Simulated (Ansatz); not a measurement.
Related cells compared by their work function (top / bottom face where they differ).

Cell A: a sheet of composition Pt2, 2 atoms, hexagonal cell of 4.22 Å (15.4 Å²), symmetry P6/mmm, 0.0 Å thick under 16 Å of vacuum, in-plane vectors relaxed; planes from bottom to top: Pt2, all atoms in one plane; a model cell; spin state with PBE: parallel moments, net moment 0.4 μB a cell, k-point mesh 18×18×1.
```xyz
2
Lattice="4.2185 0.0000 0.0000 -2.1092 3.6533 0.0000 0.0000 0.0000 16.0000" Properties=species:S:1:pos:R:3 pbc="T T T"
Pt     0.0000     2.4355     8.0000
Pt     2.1092     1.2178     8.0000
```

Cell B: a sheet of composition Pt, 1 atom, square cell of 2.53 Å (6.4 Å²), symmetry P4/mmm, 0.0 Å thick under 16 Å of vacuum, in-plane vectors relaxed; planes from bottom to top: Pt; a model cell; spin state with PBE: no moments, k-point mesh 24×24×1.
```
CELL_PARAMETERS angstrom
      2.52549     0.00000     0.00000
      0.00000     2.52549     0.00000
      0.00000     0.00000    16.00000
ATOMIC_POSITIONS crystal
  Pt 0.00000 0.00000 0.50000
```

Cell C: a sheet of composition Pt, 1 atom, hexagonal cell of 2.61 Å (5.9 Å²), symmetry P6/mmm, 0.0 Å thick under 16 Å of vacuum, in-plane vectors relaxed; planes from bottom to top: Pt; a model cell; spin state with PBE: no moments, k-point mesh 30×30×1.
```
CELL_PARAMETERS angstrom
      2.60875     0.00000     0.00000
     -1.30437     2.25924     0.00000
      0.00000     0.00000    16.00000
ATOMIC_POSITIONS crystal
  Pt 0.00000 0.00000 0.50000
```

Computed with Ansatz (plane waves, PAW), its default PAW set, cutoff 420 eV. The structures are at rest with PBE. Neutral cells; Fermi-Dirac smearing of at most 0.10 eV in the solids, energies taken to zero width. The runs are scalar-relativistic, without spin-orbit coupling. No search over spin orders was made beyond those shown. A dispersion term ran beside these levels; it doesn't touch the electrons. Vacuum level less Fermi level; the slabs are metallic.

### Question
Give the work function (top / bottom face where they differ) (eV) at the level PBE, cell by cell.

### Answer
```tsv
system	PBE
A	6.23
B	6.18
C	6.48
```

With PBE the top face's value is lowest for B and highest for C.

Ansatz is a program for electronic structure.
